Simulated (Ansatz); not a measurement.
Take Hf in the hcp (Mg type) structure (space group P6_3/mmc, No. 194; a = 3.117 Å, c = 4.950 Å; relaxed with 0.1 eV smearing) as the base. Axes: x lies along a and z along c of the hexagonal cell.

Method: Kohn–Sham DFT with the LDA functional, run in Ansatz (a quantum-chemistry and plane-wave program) with PAW and 420 eV plane waves, no spin-orbit coupling.

For the base:

| Item | Result |
|---|---|
| Pressure | 0.0 GPa |

One thing is altered: the cell is stretched by 2.00 % along z with no lateral relaxation; the atoms relax in the strained cell.

**Question.** What happens to the energy relative to the base?

**Answer.** The energy rises by 5.4 meV/atom.

**Question.** How does this affect the pressure?

**Answer.** The pressure (mean of the normal stresses, compression positive) goes from zero to -2.4 GPa.

Stability against distortions was not tested. The final runs are not spin-polarised.
